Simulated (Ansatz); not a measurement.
Consider W in the bcc (W type) structure (space group Im-3m, No. 229).

```
W
1.0
   -1.59176     1.59176     1.59176
    1.59176    -1.59176     1.59176
    1.59176     1.59176    -1.59176
W
1
Direct
  0.00000   0.00000   0.00000
```

Cartesian axes are those of the cell as printed.

Computed with PBE in Ansatz (plane waves to 420 eV, PAW, without spin-orbit coupling).

It is then changed as follows: the cell is scaled by 0.9872 in all directions, atoms relaxed at fixed cell.

Predict the stress tensor and what it implies for the stiffness.

Stress of the strained cell less that of the base (GPa, compression positive):
```
   12.8     0.0     0.0
    0.0    12.8     0.0
    0.0     0.0    12.8
```

Then B = −ΔP/(ΔV/V₀) with ΔV/V₀ = -0.0379 gives secant stiffness values (nonlinear terms included at this strain): B ≈ 337 GPa.

As a check, the harmonic strain energy −½ V₀ Δσ:ε is 25 meV/atom; the computed energy rise is 24 meV/atom.

No phonon test of stability was made. The final runs are not spin-polarised.

Ansatz is a quantum-chemistry and plane-wave program.
